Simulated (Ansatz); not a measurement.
Take SnO2 in the rutile structure (space group P4_2/mnm, No. 136; a = 4.760 Å, c = 3.201 Å) as the base.

All numbers come from plane-wave PAW DFT at the r2SCAN level (Ansatz, a quantum-chemistry and plane-wave program, 500 eV), no spin-orbit coupling.

One change was made to it. Results:

The density grows by 1.14 g/cm³, from 6.90 g/cm³ to 8.04 g/cm³; the valence-band top at Γ (three highest levels, from the VBM) changes from 0.00, -0.77, -0.77 eV to 0.00, -0.86, -0.86 eV; the band gap rises by 1.89 eV to 3.66 eV; the shortest interatomic distance drops by 0.1286 Å, from 2.059 Å to 1.931 Å; the c/a ratio grows by 0.022 to 0.694.

### Question
Which change produced these results?
(A) pressure 18 GPa
(B) pressure 45 GPa
(C) pressure 9 GPa
(D) pressure −2 GPa
(E) pressure −1 GPa

### Answer
B, pressure 45 GPa. For comparison, the band gap in the other runs: pressure −1 GPa gives 1.71 eV; pressure 18 GPa gives 2.63 eV; pressure 9 GPa gives 2.22 eV; pressure −2 GPa gives 1.66 eV.

Load acts through the strain it causes; cell and atoms are relaxed under it. No phonon test of stability was made. No other phases were tried under pressure.
